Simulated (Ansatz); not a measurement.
Seebeck coefficient (μV/K, mean over directions) of p-type SnC (F-43m) against carrier density, PBE with spin-orbit coupling, rigid bands in Ansatz (a program for electronic structure). Computed gap 0.79 eV; densities at which minority carriers matter at this gap, or further valleys turn the trend, are left out. Conductivity mass 0.64 mₑ (harmonic mean over directions), N_v = 3.8e19 cm⁻³ at 300 K.

```json
[
 {"hole density": "1e17 cm⁻³", "300 K": "757", "500 K": "830"},
 {"hole density": "1e18 cm⁻³", "300 K": "…", "500 K": "631"},
 {"hole density": "3e18 cm⁻³", "300 K": "…", "500 K": "537"},
 {"hole density": "1e19 cm⁻³", "300 K": "363", "500 K": "434"},
 {"hole density": "3e19 cm⁻³", "300 K": "273", "500 K": "341"},
 {"hole density": "1e20 cm⁻³", "300 K": "182", "500 K": "242"},
 {"hole density": "3e20 cm⁻³", "300 K": "…", "500 K": "158"},
 {"hole density": "1e21 cm⁻³", "300 K": "52", "500 K": "83"}
]
```

Q: Some entries are withheld; supply them.

A: 
- 1e18 cm⁻³, 300 K: 559
- 3e18 cm⁻³, 300 K: 465
- 3e20 cm⁻³, 300 K: 109

Rigid bands with a gap fixed in temperature, one relaxation time for all states, no polarons or phonon drag, and whether or not such doping can be reached. Geometry: cell and atoms relaxed with PBEsol.

Computed structure with no diffraction record at hand here (it may be known, metastable or hypothetical): SnC (F-43m).
